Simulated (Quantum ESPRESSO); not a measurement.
Worked example: self-consistent single point of RePt (R-3m, 2 atoms in the cell) in Quantum ESPRESSO.

Computed with LDA (PZ), GBRV 1.5 ultrasoft (LDA) pseudopotentials (plane waves; Quantum ESPRESSO).

The change in words: lattice scaled by 0.98. Reference geometry:
```
RePt
1.0
    1.38619    -0.80032     4.57273
    0.00000     1.60063     4.57273
   -1.38619    -0.80032     4.57273
Re Pt
1 1
Cartesian
  0.00000   0.00000   6.85909
  0.00000   0.00000   0.00000
```

Reference input (self-consistent single point, DFT, LDA (PZ), plane waves, GBRV 1.5 ultrasoft (LDA) pseudopotentials): ecutwfc = 40 Ry; ecutrho = 320 Ry; occupations = smearing; smearing = fermi-dirac; degauss = 0.0099958 Ry; potentials = {Re: re_lda_v1.2.uspp.F.UPF, Pt: pt_lda_v1.4.uspp.F.UPF}; K_POINTS = automatic 15 15 15 0 0 0; conv_thr = 1e-09 Ry; mixing_beta = 0.4. This run's input differs from it in these lines:

```diff
@@ -10,4 +10,4 @@
  ibrav = 5
- A = 4.84477677
- cosAB = 0.8362701424
+ A = 4.74788077
+ cosAB = 0.8362701326
  nat = 2
@@ -28,3 +28,3 @@
 ATOMIC_POSITIONS {angstrom}
-Re    0.00000000    0.00000000    6.85909050
+Re    0.00000000    0.00000000    6.72190800
 Pt    0.00000000    0.00000000    0.00000000
```

Output (repeated stretches shortened):

```
     Self-consistent Calculation

     iteration #  1     ecut=    40.00 Ry     beta= 0.40

     negative rho (up, down):  2.978E-01 0.000E+00

     total energy              =    -399.23556753 Ry
     estimated scf accuracy    <       5.21197967 Ry

     iteration #  2     ecut=    40.00 Ry     beta= 0.40

     negative rho (up, down):  3.064E-01 0.000E+00

     total energy              =    -400.83908921 Ry
     estimated scf accuracy    <       9.00418906 Ry

     iteration #  3     ecut=    40.00 Ry     beta= 0.40

     negative rho (up, down):  3.106E-01 0.000E+00

     total energy              =    -401.36283519 Ry
     estimated scf accuracy    <       0.59423815 Ry

   [... 7 blocks of this kind left out ...]

     iteration # 11     ecut=    40.00 Ry     beta= 0.40

     negative rho (up, down):  3.066E-01 0.000E+00

     total energy              =    -401.53897646 Ry
     estimated scf accuracy    <          7.4E-09 Ry

     iteration # 12     ecut=    40.00 Ry     beta= 0.40

     negative rho (up, down):  3.066E-01 0.000E+00
     End of self-consistent calculation

     Number of k-points >= 100: set verbosity='high' to print the bands.

     the Fermi energy is    24.8133 ev

!    total energy              =    -401.53897646 Ry
     estimated scf accuracy    <          4.7E-10 Ry
     smearing contrib. (-TS)   =      -0.00691590 Ry
     internal energy E=F+TS    =    -401.53206056 Ry

     convergence has been achieved in  12 iterations

     negative rho (up, down):  3.066E-01 0.000E+00

     Forces acting on atoms (cartesian axes, Ry/au):

     atom    1 type  1   force =     0.00000000    0.00000000   -0.00000000
     atom    2 type  2   force =     0.00000000   -0.00000000    0.00000000

     Total force =     0.000000     Total SCF correction =     0.000000

     negative rho (up, down):  3.066E-01 0.000E+00
          total   stress  (Ry/bohr**3)                   (kbar)     P=       12.59
   0.00007237   0.00000000   0.00000000           10.65        0.00        0.00
  -0.00000000   0.00007237   0.00000000           -0.00       10.65        0.00
   0.00000000   0.00000000   0.00011205            0.00        0.00       16.48

   JOB DONE.
```

The run converged in 12 iterations. Against the reference run the free energy falls by 45.8 meV/atom and the pressure goes from -18.44 to 1.26 GPa.

The starting cell comes from a database of computed structures (which also holds hypothetical and non-ambient phases and stackings), without a prior relaxation at this level. For this run, on top of that: lattice scaled by 0.98. Spin polarisation is off.

Cost on one core of a shared machine: roughly 3 min.
